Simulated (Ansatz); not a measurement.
Consider GaSb in the zinc blende structure (space group F-43m, No. 216).

```xyz
2
Lattice="0.0000 3.0557 3.0557 3.0557 0.0000 3.0557 3.0557 3.0557 0.0000" Properties=species:S:1:pos:R:3 pbc="T T T"
Ga     0.0000     0.0000     0.0000
Sb     1.5279     1.5279     1.5279
```

The values are results of Ansatz (a first-principles code) PBEsol, no spin-orbit coupling, not measurements.

Before the change:

- Pressure: 0.0 GPa
- Band gap: zero

Perturbation: every lattice vector is stretched by 1.00 %; the atoms relax in the strained cell.

What happens to the energy relative to the base, pressure and band gap?

The energy increases by 4.0 meV/atom; the pressure goes from zero to -1.4 GPa; the band gap is still zero.

Spin-orbit coupling, missing from the scalar runs, can matter with Sb. No phonon test of stability was made. All final runs are without spin polarisation. A zero or small gap of GaSb can be the functional's error rather than a property of the material.
